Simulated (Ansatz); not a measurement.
The parent structure is CdS in the wurtzite structure (space group P6_3mc, No. 186).

```
CELL_PARAMETERS angstrom
      4.19659     0.00000     0.00000
     -2.09830     3.63436     0.00000
      0.00000     0.00000     6.83017
ATOMIC_POSITIONS crystal
  Cd 0.33333 0.66667 0.99917
  Cd 0.66667 0.33333 0.49917
  S  0.33333 0.66667 0.37563
  S  0.66667 0.33333 0.87563
```

Cartesian axes are those of the cell as printed.

Computed with PBE in Ansatz (plane waves to 420 eV, PAW, spin-orbit coupling left out), earlier PAW set.

Base values:

| Item | Result |
|---|---|
| Volume per atom | 26.04 Å³ |
| Pressure | 0.00 GPa |

One thing is altered: biaxial strain +4.86 %, plane normal [001], relaxed out of plane (Cartesian); in-plane vectors clamped, the third vector and the atoms free.

Predict the new volume per atom.

The volume per atom increases by 1.37 Å³ to 27.41 Å³.

What does the calculation give for the pressure after the change?

The pressure (mean of the normal stresses, compression positive) goes from zero to -2.56 GPa.

No phonon test of stability was made.

Ansatz is a first-principles code.
